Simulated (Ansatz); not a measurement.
PBE against r2SCAN: SiC, pressure 15 GPa

The parent structure is SiC in the wurtzite structure (space group P6_3mc, No. 186; a = 3.092 Å, c = 5.074 Å).

(Cell as relaxed with PBE.)

Levels (all Ansatz, a quantum-chemistry and plane-wave program, PAW, earlier PAW set): PBE (420 eV, no spin-orbit coupling); r2SCAN (500 eV, no spin-orbit coupling).

Each level relaxes its own structure.

| base | PBE | r2SCAN |
|---|---|---|
| volume per atom | 10.50 Å³ | 10.34 Å³ |
| lattice parameter a | 309.2 pm | 307.5 pm |
| band gap | 2.31 eV | 2.65 eV |

One thing is altered: cell and atoms relaxed at a pressure of 15 GPa.

```csv
quantity,PBE,r2SCAN
shift of the gap caused by the change,-0.11 eV,-0.09 eV
gap character,"indirect, Γ → K","indirect, Γ → K"
band gap,2.20 eV,2.56 eV
```

PBE's shift of the gap caused by the change lies 0.02 eV below r2SCAN's; PBE's band gap lies 0.367 eV below r2SCAN's; the two agree on the gap character. Neither level is exact; r2SCAN is the comparison here, not a measurement.

Load acts through the strain it causes; cell and atoms are relaxed under it. Whether these cells are dynamically stable was not tested. Competing high-pressure phases were not computed.
